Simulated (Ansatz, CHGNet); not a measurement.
Lattice parameter c of AlCr2C (P6₃/mmc, No. 194, 8 atoms in the cell; start mp-9956) at several levels of theory

No measured value is used here.

| level (code) | value (Å) |
|---|---|
| CHGNet-r²SCAN | 12.622 |
| LDA (Ansatz) | ? |
| PBE (Ansatz) | 12.704 |
| PBEsol (Ansatz) | 12.600 |
| PBE-D3(BJ) (Ansatz) | 12.590 |

Q: What belongs in the gaps?

A: 
- LDA (Ansatz, a program for electronic structure), value (Å): 12.478

The crystal itself was run without spin with LDA, PBE, PBEsol, PBE-D3(BJ); a magnetic state was not tried in these runs. CHGNet-r²SCAN, LDA, PBE, PBEsol, PBE-D3(BJ): the relaxation could not lower the start's symmetry, so the cell can be a saddle point above a distorted one. Ansatz's density-functional and Hartree–Fock values are scalar-relativistic unless marked +SOC, with PAW data made under PBE.

Machine-learned potentials (CHGNet-r²SCAN) are trained on DFT data: a solid inside that data is no test of them.

A start named mp-… is a Materials Project structure, which need not be a measured phase.
